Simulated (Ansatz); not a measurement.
System: Ta3N5 (Cmcm, No. 63). Method: r²SCAN-D4 (Ansatz, a program for electronic structure, plane waves, PAW).

Numerical settings: plane-wave cutoff 500 eV, 12×12×4 k mesh (along the axes of the cell as run), gaussian smearing 0.02 eV, scalar-relativistic PAW data made under PBE.

Cell (relaxed at this level):

```xyz
16
Lattice="1.9330 -5.1219 0.0000 1.9330 5.1219 0.0000 0.0000 0.0000 10.2771" Properties=species:S:1:pos:R:3 pbc="T T T"
Ta     1.9330     3.1078     7.7078
Ta     1.9330    -3.1078     2.5693
Ta     1.9330    -3.7554     9.6596
Ta     1.9330     3.7554     0.6175
Ta     1.9330     3.7554     4.5211
Ta     1.9330    -3.7554     5.7560
N      1.9330     4.6409     9.0556
N      1.9330    -4.6409     1.2214
N      1.9330    -4.6409     3.9171
N      1.9330     4.6409     6.3600
N      1.9330    -1.9675     0.7603
N      1.9330     1.9675     9.5168
N      1.9330     1.9675     5.8988
N      1.9330    -1.9675     4.3782
N      1.9330     2.6955     2.5693
N      1.9330    -2.6955     7.7078
```

Question: What does this level give for the band gap?

Answer: 
- band gap: 1.62 eV (on the SCF k mesh)

Measured, for comparison: band gap 2.18 eV (temperature not stated, not corrected to a static lattice, indirect, Tauc analysis with phonon absorption and emission, films; as tabulated in Eichhorn et al. (2021), doi:10.1039/d1ta05282a).

Spin–orbit coupling is not included.

Static lattice: no zero-point or thermal effects.

It cost very roughly 10 core-minutes of CPU time.
